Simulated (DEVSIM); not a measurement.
Device: TaN/HfO2/SiO2/p-Si capacitor, at 300 K.

```
layer (left to right)  material  thickness (nm)  Na (cm⁻³)
---------------------  --------  --------------  ---------
1                          HfO2            3.00          -
2                          SiO2            1.30          -
3                            Si             750     5.8e17
```

Metal gate on the left, work function 4.4 eV. Fixed charge at the semiconductor interface 0 cm⁻² (in units of +e); no interface traps.

This is a model device: material constants are rounded textbook-type values typed into the input, and sizes, dopings and lifetimes were drawn at random. Values at 300 K.

```csv
parameter,HfO2,SiO2,Si
gap (eV),5.7,9,1.124
affinity (eV),2.5,0.9,4.05
permittivity,22,3.9,11.7
Nc (cm⁻³),-,-,2.86e19
Nv (cm⁻³),-,-,3.1e19
```

Model (solved in DEVSIM): 1D Poisson equation in equilibrium, Boltzmann statistics, complete ionisation; no quantum confinement or tunnelling. Metal contacts follow the ideal Schottky-Mott rule: no Fermi-level pinning, no interface dipoles.

Tabulate band edges, carrier densities and field at 0.0 V on the gate.

Energies count from the Fermi level of the right contact; mesh points crowd at the junctions.

| x (μm) | Ec (eV) | Ev (eV) | n (cm⁻³) | p (cm⁻³) | field (V/cm) |
|---|---|---|---|---|---|
| 0.000 | 1.900 | -3.800 | < 1e2 | < 1e2 | 160000 |
| 0.0008546 | 1.913 | -3.787 | < 1e2 | < 1e2 | 160000 |
| 0.001747 | 1.927 | -3.773 | < 1e2 | < 1e2 | 160000 |
| 0.002652 | 1.942 | -3.758 | < 1e2 | < 1e2 | 160000 |
| 0.003566 | 3.598 | -5.402 | < 1e2 | < 1e2 | 880000 |
| 0.004053 | 3.641 | -5.359 | < 1e2 | < 1e2 | 880000 |
| 0.004942 | 0.530 | -0.594 | 3.5e10 | 3.3e9 | 290000 |
| 0.007484 | 0.601 | -0.523 | 2.3e9 | 5.1e10 | 270000 |
| 0.01168 | 0.705 | -0.419 | 4.1e7 | 2.8e12 | 230000 |
| 0.01994 | 0.863 | -0.261 | 92000 | 1.3e15 | 150000 |
| 0.03616 | 1.003 | -0.121 | 410 | 2.9e17 | 30000 |
| 0.08265 | 1.021 | -0.103 | 200 | 5.8e17 | ≈ 0 |
| 0.1595 | 1.021 | -0.103 | 200 | 5.8e17 | ≈ 0 |
| 0.3002 | 1.021 | -0.103 | 200 | 5.8e17 | ≈ 0 |
| 0.5641 | 1.021 | -0.103 | 200 | 5.8e17 | ≈ 0 |
| 0.6548 | 1.021 | -0.103 | 200 | 5.8e17 | ≈ 0 |
| 0.7042 | 1.021 | -0.103 | 200 | 5.8e17 | ≈ 0 |
| 0.7294 | 1.021 | -0.103 | 200 | 5.8e17 | ≈ 0 |
| 0.7446 | 1.021 | -0.103 | 200 | 5.8e17 | ≈ 0 |
| 0.7500 | 1.021 | -0.103 | 200 | 5.8e17 | ≈ 0 |
| 0.7527 | 1.021 | -0.103 | 200 | 5.8e17 | ≈ 0 |
| 0.7543 | 1.021 | -0.103 | 200 | 5.8e17 | ≈ 0 |
